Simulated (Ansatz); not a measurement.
Worked calculations on one periodic cell of amorphous Al28O44Hf: Al28O44Hf, 73 atoms, volume 794.5 Å³, made by a melt-quench on the CHGNet potential and relaxed with DFT. O atoms were pushed apart under 1.9 Å during the dynamics, to hinder bonds among them. It is a model cell: composition and starting density were chosen by hand, and all elements were melted together. Cycles of charging were run to anneal it. All values below come from PBE, scalar-relativistic without spin-orbit coupling (plane waves to 420 eV, PAW; Ansatz, a quantum-chemistry and plane-wave program). Sampling: a 2×2×2 Γ-centred mesh; Fermi-Dirac width 0.02 eV; no spin polarisation. Its volume was relaxed, its shape was free, and it stands at a mean pressure of 0.1 GPa with stress components up to 0.1 GPa; the relaxation ran on the zone centre alone. Its density went from a set 3.39 to 3.42 g/cm³. The cell is small and was quenched far faster than a real film, so it is one sample of the glass.

Q: Count formal charges (Al +3, O -2, Hf +4). What does the count lead one to expect at the Fermi level, and what does the calculation give?

A: 28 × (+3) + 44 × (-2) + 1 × (+4) = 0. The charges balance, so the anion-derived valence states can be full and a gap can open. On this mesh the highest filled and lowest empty level lie 3.69 eV apart, the PBE gap of this cell.

Four energies for an added electron at PBE on the zone centre alone (charged cells in a uniform background, spin-polarised): neutral at the neutral geometry -55836.138 eV; charged at the neutral geometry -55826.876 eV; charged and relaxed -55826.896 eV; neutral at the charged geometry -55836.116 eV.

Q: Find the two relaxation energies and their sum, the reorganisation energy.

A: On charging: -55826.876 − (-55826.896) = 0.020 eV. On discharging: -55836.116 − (-55836.138) = 0.022 eV. The sum is 0.042 eV. The carrier's level spreads over 62 of the 73 atoms' worth, more than a fifth of the atoms or a third of the atoms of its main element (six at least), and the sum is small, so it counts as a band carrier, whose relaxation energy shrinks as the cell grows. PBE's self-interaction favours spread-out carriers, so a hybrid can localise more.

Four energies for a hole at PBE on the zone centre alone (charged cells in a uniform background, spin-polarised): neutral at the neutral geometry -55836.138 eV; charged at the neutral geometry -55841.669 eV; charged and relaxed -55841.821 eV; neutral at the charged geometry -55835.326 eV.

Q: Find the two relaxation energies and their sum, the reorganisation energy.

A: On charging: -55841.669 − (-55841.821) = 0.152 eV. On discharging: -55835.326 − (-55836.138) = 0.812 eV. The sum is 0.964 eV. The carrier's level spreads over 5 of the 73 atoms' worth, so it counts as localised, most on one O atom with neighbours Al 1.80 Å, Al 1.81 Å, Al 1.94 Å (neutral geometry). The values are uncorrected: the image energy of a point charge in this cell, 2.84 × 14.40 / (2 × 9.3) = 2.2 eV before screening, is screened by electrons alone at the fixed geometry and by ions too after relaxing, and the carrier can be spread before it relaxes, so each term can be off by up to that value times 1/ε∞, some tenths of an eV. PBE's self-interaction favours spread-out carriers, so a hybrid can localise more.
